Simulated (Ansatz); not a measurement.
# A computed series for Mg: response to strain

Base system: Mg in the hcp (Mg type) structure (space group P6_3/mmc, No. 194; a = 3.175 Å, c = 5.163 Å; relaxed with 0.1 eV smearing). Axes: x lies along a and z along c of the hexagonal cell.

Strains are applied to the cell and any free atomic positions relax.

All numbers come from Ansatz (a program for electronic structure), PBEsol, PAW, cutoff 420 eV, scalar-relativistic without spin-orbit coupling.

Notes on the quantities. pressure: mean of the normal stresses, compression positive; energy relative to the base: free energy F.

```json
[
 {"variant": "base", "pressure": "0.0 GPa", "energy relative to the base": "0 meV/atom", "shortest interatomic distance": "316.6 pm"},
 {"variant": "uniaxial strain ε_xx = −2.50 %", "pressure": "1.0 GPa", "energy relative to the base": "+3.2 meV/atom", "shortest interatomic distance": "309.6 pm"},
 {"variant": "uniaxial strain ε_xx = −2.00 %", "pressure": "0.8 GPa", "energy relative to the base": "+2.0 meV/atom", "shortest interatomic distance": "311.2 pm"},
 {"variant": "uniaxial strain ε_xx = −1.50 %", "pressure": "0.6 GPa", "energy relative to the base": "+1.1 meV/atom", "shortest interatomic distance": "312.7 pm"},
 {"variant": "uniaxial strain ε_xx = −1.00 %", "pressure": "0.4 GPa", "energy relative to the base": "+0.5 meV/atom", "shortest interatomic distance": "314.3 pm"},
 {"variant": "uniaxial strain ε_xx = +1.00 %", "pressure": "-0.4 GPa", "energy relative to the base": "+0.5 meV/atom", "shortest interatomic distance": "317.1 pm"},
 {"variant": "uniaxial strain ε_xx = +1.50 %", "pressure": "-0.5 GPa", "energy relative to the base": "+1.0 meV/atom", "shortest interatomic distance": "317.3 pm"},
 {"variant": "uniaxial strain ε_xx = +2.00 %", "pressure": "-0.7 GPa", "energy relative to the base": "+1.8 meV/atom", "shortest interatomic distance": "317.6 pm"},
 {"variant": "uniaxial strain ε_xx = +2.50 %", "pressure": "-0.9 GPa", "energy relative to the base": "+2.7 meV/atom", "shortest interatomic distance": "317.8 pm"},
 {"variant": "uniaxial strain ε_xx = +3.00 %", "pressure": "-1.0 GPa", "energy relative to the base": "+3.9 meV/atom", "shortest interatomic distance": "318.1 pm"}
]
```

Stability against distortions was not tested.
